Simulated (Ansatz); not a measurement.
# A computed series for Rb2InAgF6: response to strain

Consider Rb2InAgF6 (space group Fm-3m, No. 225; a = 8.917 Å; a cell from a computed database, its experimental status unchecked).

Strains are applied to the cell and any free atomic positions relax.

Calculations: r2SCAN, PAW, 500 eV (Ansatz, a quantum-chemistry and plane-wave program; no SOC).

```tsv
isotropic strain (%)	band gap (eV)
-2.65	2.17
0	2.35
3.15	?
3.71	2.66
```

Question: Fit E_g = E₀ + Dε (ε in %) to the rows shown and predict the withheld row.

Answer: Least squares on the printed values gives E₀ = 2.37 eV, D = 77.5 meV per % of strain (largest residual 0.02 eV); this predicts 2.61 eV, and the run gives 2.61 eV, in agreement.

No phonon test of stability was made.
